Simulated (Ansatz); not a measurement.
## A computed series for AlN: response to strain

The reference is AlN in the wurtzite structure (space group P6_3mc, No. 186; a = 3.114 Å, c = 4.984 Å). Axes: x lies along a and z along c of the hexagonal cell.

Strains are applied to the cell and any free atomic positions relax; under biaxial strain the out-of-plane vector relaxes too.

The values are results of Kohn–Sham DFT with the PBEsol functional, run in Ansatz (a quantum-chemistry and plane-wave program) with PAW and 420 eV plane waves, spin-orbit coupling left out, not measurements.

Notes on the quantities. pressure: mean of the normal stresses, compression positive.

| case | electron mass | band gap | pressure |
|---|---|---|---|
| base | – | 4.09 eV | 0.00 GPa |
| biaxial strain −2.49 %, plane normal [001], relaxed out of plane | 0.28 mₑ out of plane, 0.32 mₑ in plane (at Γ) | 4.46 eV | 8.26 GPa |
| biaxial strain −2.28 %, plane normal [001], relaxed out of plane | 0.28 mₑ out of plane, 0.32 mₑ in plane (at Γ) | 4.45 eV | 7.50 GPa |
| isotropic strain −2.01 % | 0.32 mₑ (at Γ) | 4.63 eV | 13.77 GPa |

Masses are band curvatures over ±0.01 Å⁻¹ around the edge. Stability against distortions was not tested.
